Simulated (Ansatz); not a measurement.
Seebeck coefficient (μV/K, mean over directions) of p-type AlP (F-43m) against carrier density, HSE06, rigid bands (Ansatz, a quantum-chemistry and plane-wave program). Computed gap 2.28 eV; densities at which minority carriers matter at this gap, or further valleys turn the trend, are left out. Conductivity mass 0.58 mₑ (harmonic mean over directions), N_v = 9.2e19 cm⁻³ at 300 K.

```json
[
 {"hole density": "1e16 cm⁻³", "300 K": "993", "500 K": "___"},
 {"hole density": "1e17 cm⁻³", "300 K": "795", "500 K": "___"},
 {"hole density": "1e18 cm⁻³", "300 K": "596", "500 K": "659"},
 {"hole density": "3e18 cm⁻³", "300 K": "502", "500 K": "564"},
 {"hole density": "1e19 cm⁻³", "300 K": "399", "500 K": "___"},
 {"hole density": "3e19 cm⁻³", "300 K": "305", "500 K": "367"},
 {"hole density": "1e20 cm⁻³", "300 K": "207", "500 K": "266"},
 {"hole density": "3e20 cm⁻³", "300 K": "127", "500 K": "179"},
 {"hole density": "1e21 cm⁻³", "300 K": "62", "500 K": "98"}
]
```

Task: What belongs in the gaps?

Result: 
- 1e16 cm⁻³, 500 K: 1056
- 1e17 cm⁻³, 500 K: 857
- 1e19 cm⁻³, 500 K: 461

Rigid bands with a gap fixed in temperature, one relaxation time for all states, no polarons or phonon drag, and whether or not such doping can be reached. Spin-orbit coupling is left out; where it splits the top of the valence band, N_v and the p-type Seebeck coefficient come out somewhat high without it. Geometry: cell and atoms relaxed with PBEsol.
